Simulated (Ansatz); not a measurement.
Ansatz (a first-principles code) run on LiCd₃ (P6_3/mmc, 8 atoms in the cell): self-consistent single point.

Method of the run: PBEsol, PAW files made with PBE (plane waves; Ansatz).

The change in words: lattice scaled by 0.98. Reference geometry:
```xyz
8
Lattice="6.1101 0.0000 0.0000 -3.0551 5.2915 0.0000 0.0000 0.0000 4.8492" Properties=species:S:1:pos:R:3 pbc="T T T"
Li     3.0551     1.7638     1.2123
Li     0.0000     3.5277     3.6369
Cd     4.5531     0.8989     3.6369
Cd    -1.4981     4.3926     1.2123
Cd     1.4981     4.3926     1.2123
Cd     1.5570     0.8989     3.6369
Cd     3.0551     3.4937     3.6369
Cd     0.0000     1.7978     1.2123
```

Reference input (self-consistent single point, DFT, PBEsol, plane waves, PAW files made with PBE): basis.ecutwfc = 30.9 Ry; kpoints.mp_grid.grid = 4 4 5; hamiltonian.xc = pbesol; hamiltonian.pseudopotentials = {kind: paw} (the program's default PAW files); scf.occupations.method = fermi_dirac; scf.occupations.width = 0.01 Ry. This run's input differs from it in these lines:

```diff
@@ -3,5 +3,5 @@
   lattice:
-    - [6.110130, 0.000000, 0.000000]
-    - [-3.055065, 5.291528, 0.000000]
-    - [0.000000, 0.000000, 4.849240]
+    - [5.987927, 0.000000, 0.000000]
+    - [-2.993964, 5.185697, 0.000000]
+    - [0.000000, 0.000000, 4.752255]
   atoms:
```

The program printed (abridged):

```
SCF iter   1: F=—  HF=-49513.991646 eV  |F-HF|=—  |Δ(HF+E_count)|=         —  Δρ=4.28e-2  dr2=5.16e0  ethr=3.10e-3  ⟨swp⟩=5.8  Hψ=3024  notcnv=0  defer=21
all-band conjugate gradients solve this SCF's bands
preconditioner: auto → Kerker (q_TF=auto, 2.657 Å⁻¹)
SCF iter   2: F=—  HF=-49512.930828 eV  |F-HF|=—  |Δ(HF+E_count)|=    1.06e0  Δρ=2.20e-2  dr2=1.74e0  ethr=3.10e-3  ⟨swp⟩=2.9  Hψ=1574  notcnv=0  defer=46
   [... lines left out ...]
SCF iter   6: F=—  HF=-49512.315678 eV  |F-HF|=—  |Δ(HF+E_count)|=   2.24e-4  Δρ=1.98e-4  dr2=7.10e-5  ethr=1.71e-6  ⟨swp⟩=2.0  Hψ=1349  notcnv=0  defer=46
SCF iter   7: F=—  HF=-49512.315774 eV  |F-HF|=—  |Δ(HF+E_count)|=   9.60e-5  Δρ=5.08e-5  dr2=5.09e-6  ethr=5.63e-8  ⟨swp⟩=2.0  Hψ=1374  notcnv=0  defer=46
SCF iter   8: F=—  HF=-49512.315775 eV  |F-HF|=—  |Δ(HF+E_count)|=   1.25e-7  Δρ=1.28e-5  dr2=2.52e-7  ethr=4.04e-9  ⟨swp⟩=2.2  Hψ=1348  notcnv=0  defer=46
SCF iter   9: F=-49512.315774 eV  HF=-49512.315774 eV  |F-HF|=1.38e-8  |Δ(HF+E_count)|=   4.08e-8  Δρ=2.97e-6  dr2=2.62e-8  ethr=7.94e-11  ⟨swp⟩=10.9  Hψ=3706  notcnv=0
SCF 1 converged in 9 iterations: F = -49512.315774 eV  dr2 = 2.62e-8
Free energy (F): -49512.315774 eV
Internal energy: -49512.123875 eV  (E = F + TS)
E sigma→0 (E₀):  -49512.219825 eV
Entropy (-TS):   -0.191899 eV (-23.987 meV/atom)
Fermi energy:    13.234243 eV
--- Forces (eV/Å), atoms counted from 1 ---
  atom   1  Li     0.00000000     0.00000000     0.00000000
  atom   2  Li    -0.00000000    -0.00000000     0.00000000
  atom   3  Cd    -0.01341068     0.00774266     0.00000000
  atom   4  Cd     0.01341068    -0.00774266     0.00000000
  atom   5  Cd    -0.01341068    -0.00774266     0.00000000
  atom   6  Cd     0.01341068     0.00774266     0.00000000
  atom   7  Cd     0.00000000    -0.01548532     0.00000000
  atom   8  Cd    -0.00000000     0.01548532     0.00000000
--- Stress (GPa, compression-positive) ---
        1.817690       0.000000       0.000000
        0.000000       1.817690       0.000000
        0.000000       0.000000       1.420627
  P = ⅓ Tr σ = 1.6853 GPa (16.853 kbar)
  The stress holds the Pulay correction. Without it, at fixed plane waves, as pw.x and ABINIT print it: P = 1.6638 GPa
```

The run converged in 9 iterations. Against the reference run the free energy stays essentially unchanged (within 1 meV/atom), the pressure goes from -1.49 to 1.69 GPa and the largest force goes from 0.008 to 0.015 eV/Å.

The starting cell comes from a database of computed structures (which also holds hypothetical and non-ambient phases and stackings), without a prior relaxation at this level. For this run, on top of that: lattice scaled by 0.98. Ansatz's pressure includes its estimate of the finite-basis (Pulay) stress.

Keys are those of Ansatz 0.2.
